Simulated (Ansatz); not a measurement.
**Response to strain in MgSnO3**

The reference is MgSnO$_{3}$ (space group R-3, No. 148; a cell from a computed database, its experimental status unchecked).

```xyz
10
Lattice="2.6393 1.5238 4.7023 -2.6393 1.5238 4.7023 0.0000 -3.0476 4.7023" Properties=species:S:1:pos:R:3 pbc="T T T"
Mg     0.0000     0.0000     5.0339
Mg     0.0000     0.0000     9.0731
Sn     0.0000     0.0000     2.0779
Sn     0.0000     0.0000    12.0290
O     -1.0577    -1.5485     5.8909
O      1.0577     1.5485     8.2160
O     -0.8122     1.6903     5.8909
O      0.8122    -1.6903     8.2160
O      1.8699    -0.1418     5.8909
O     -1.8699     0.1418     8.2160
```

Cartesian axes are those of the cell as printed.

Strains are applied to the cell and any free atomic positions relax; under stress the whole cell relaxes.

Computed with PBEsol/PAW in Ansatz (a program for electronic structure), no spin-orbit coupling.

```csv
case,largest internal atomic displacement,width of the top valence band,band gap,shortest interatomic distance,gap character
base,–,0.29 eV,2.74 eV,3.853 bohr,"indirect, Γ–S₀ (43 % along) → Γ"
isotropic strain +2.12 %,0.024 Å,0.24 eV,2.36 eV,3.916 bohr,"indirect, Γ–S₀ (43 % along) → Γ"
isotropic strain +5.18 %,0.061 Å,0.20 eV,1.84 eV,4.008 bohr,"indirect, Γ–S₀ (43 % along) → Γ"
uniaxial strain ε_zz = −2.23 %,0.017 Å,0.32 eV,2.81 eV,3.837 bohr,"indirect, Γ–S₀ (43 % along) → Γ"
"uniaxial stress, 2 GPa compression along x",–,–,2.78 eV,3.840 bohr,"indirect, k = (0.125, 0, -1/4) in the run's primitive reciprocal basis → Γ"
```

Gaps are Kohn–Sham eigenvalue differences; semilocal functionals usually give less than the measured gap. Stability under load was not tested beyond the relaxation. k-point labels follow each cell's own Brillouin zone.
